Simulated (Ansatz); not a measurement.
Consider AlRu in the CsCl type structure (space group Pm-3m, No. 221; a = 2.983 Å).

All numbers come from r2SCAN (Ansatz, a program for electronic structure, PAW, no spin-orbit coupling).

For the base:

* **Volume per atom**: 13.27 Å³

The change: Ni takes the place of Ru on all its sites, then cell and atoms are relaxed.

**Question.** Predict the new volume per atom.

**Answer.** The volume per atom drops by 1.53 Å³, from 13.27 Å³ to 11.74 Å³.

Stability against distortions was not tested. Seeded moments were not kept for Ru → Ni. The final runs are not spin-polarised.
